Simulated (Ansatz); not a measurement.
Levels about the gap of amorphous silicon oxynitride (Si₂₄O₄₅N₂) (71 atoms in a cell of 1072 Å³, 2.20 g/cm³; zone centre alone, so wide bands show as single levels with stretches between that a denser mesh fills), at the geometry that PBE relaxed, where it gives 0.1 GPa on a denser mesh. Exact exchange is cut at the faces of this small cell, which leaves a finite-size error. The participation number counts the atoms over which a state spreads; weights are charges in smoothed Voronoi cells. The levels come from a single point, so bond lengths are those of that geometry. Method of the levels: HSE06, scalar-relativistic without spin-orbit coupling (Ansatz, a quantum-chemistry and plane-wave program). Sampling: the zone centre alone; Fermi-Dirac width 0.01 eV; collinear spin, started from moments on atoms (the moments died out). At PBE the levels at both edges of the gap are localised (band-tail or defect states), and the nearest spread-out levels lie 5.1 eV apart at the zone centre.

Preparation: random packing, a CHGNet melt and quench, and a DFT relaxation. O and N atoms were pushed apart under 1.9 Å during the dynamics, to hinder bonds among them. The hot cell started wider than the set density and was brought back towards it in steps. It is the lowest in DFT energy of 2 quenches. It is a model cell: composition and starting density were chosen by hand, and all elements were melted together. No dispersion term was used. Its density started from a set value of 2.20 and ended at 2.20 g/cm³. The quench (nominally 400 K/ps over its main leg) was far faster than any real one, so the model tends to hold more defects than a real film. One small periodic cell is one sample of the glass; other quenches scatter about these values. The volume was held where the preparation left it and the shape relaxed, at a PBE pressure of 0.1 GPa.

```csv
"E - E(highest filled), eV",filling,spin,participation number,largest on,weight O,weight N,weight Si
-2.32,filled,dn,2.4,"O, 1 neighbours",0.71,0.17,0.11
-2.03,filled,up,1.6,"O, 1 neighbours",0.94,0.00,0.06
-2.03,filled,dn,1.6,"O, 1 neighbours",0.94,0.00,0.06
-0.48,filled,up,1.9,"N, 2 neighbours",0.15,0.72,0.13
-0.48,filled,dn,1.9,"N, 2 neighbours",0.15,0.72,0.13
0.00,filled,dn,1.8,"N, 2 neighbours",0.14,0.75,0.12
0.00,filled,up,1.8,"N, 2 neighbours",0.14,0.75,0.12
3.09,empty,dn,6.1,"Si, 3 neighbours",0.53,0.00,0.47
3.09,empty,up,6.1,"Si, 3 neighbours",0.53,0.00,0.47
4.08,empty,dn,3.2,"Si, 3 neighbours",0.44,0.00,0.56
4.08,empty,up,3.2,"Si, 3 neighbours",0.44,0.00,0.56
4.32,empty,dn,10.8,"Si, 3 neighbours",0.56,0.01,0.43
4.32,empty,up,10.8,"Si, 3 neighbours",0.56,0.01,0.43
5.27,empty,dn,17.2,"Si, 3 neighbours",0.60,0.01,0.39
```

Most localised among these is the filled level at -2.03 eV, on a O atom, which has 1 neighbours (Si 1.53 Å).
